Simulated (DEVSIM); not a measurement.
Structure: Schottky contact on n-type ZnO, at 300 K.

Layer 1 from the left is ZnO, thickness (μm) 8.20, Nd (cm⁻³) 1e17, τn (s) 1.5e-8, τp (s) 1.5e-8. Layer 2 from the left is ZnO, thickness (μm) 1.30, Nd (cm⁻³) 5.1e17, τn (s) 1.5e-8, τp (s) 1.5e-8.

Left contact: Schottky, work function 5.61 eV, emission velocity 1.7e6 cm/s. Right contact: ohmic. Voltage is applied to the left contact. Recombination: SRH at mid-gap. Mobility is constant in doping.

Constants are typed, rounded textbook-type inputs, not results; the design itself was drawn at random and stands for no fabricated device. Values at 300 K.

ZnO: gap (eV) 3.37, affinity (eV) 4.5, permittivity 8.7, Nc (cm⁻³) 3.7e18, Nv (cm⁻³) 1.8e19, μn (cm²/Vs) 200, μp (cm²/Vs) 20.

DEVSIM, 1D drift-diffusion, Boltzmann statistics, complete ionisation; no tunnelling, impact ionisation, image-force lowering or self-heating. Metal contacts follow the ideal Schottky-Mott rule: no Fermi-level pinning, no interface dipoles.

Dark forward current:

```csv
|V| (V),|J| (A/cm²)
0.05,1.288e-12
0.10,1.018e-11
0.15,7.164e-11
0.20,4.961e-10
0.25,3.428e-9
0.30,2.367e-8
0.35,1.635e-7
0.40,1.128e-6
0.45,7.786e-6
0.50,5.370e-5
0.55,0.0003702
0.60,0.002551
0.65,0.01756
0.70,0.1205
0.75,0.8210
0.80,5.360
0.85,28.75
0.90,97.28
0.95,210.1
1.00,349.0
1.05,502.2
1.10,663.9
1.15,831.0
1.20,1002
1.25,1176
1.30,1351
```

Question: Work out the local ideality factor n = ΔV / (kT/q · ln(J2/J1)) between the rows 0.15 and 0.20 V, 1.25 and 1.30 V.

Answer: kT/q = 25.85 mV. From 0.15 to 0.20 V: ln(4.961e-10/7.164e-11) = 1.935, n = 1.00, near the 1 of diffusion or emission over a barrier. From 1.25 to 1.30 V: ln(1351/1176) = 0.139, n = 13.94; the layers' resistance at their doping, Σ W/(qμN) = 0.00026 Ω cm², would take 46 mV of this step of 50 mV.

Question: Estimate the current at 0.45 V for emission alone, J0 = q v N_band exp(−φB/kT), and read the barrier back from the simulated current.

Answer: φB = 1.110 eV, N_band = 3.70e18 cm⁻³, J0 = 2.26e-13 A/cm²; J = J0 (exp(qV/kT) − 1) = 8.22e-6 A/cm². The simulation gives 7.79e-6 A/cm²; the estimate lies 5.6 % above. Read backwards, the simulated current gives an apparent barrier of 1.111 eV. The estimate leaves out transport through the depletion region and minority injection.
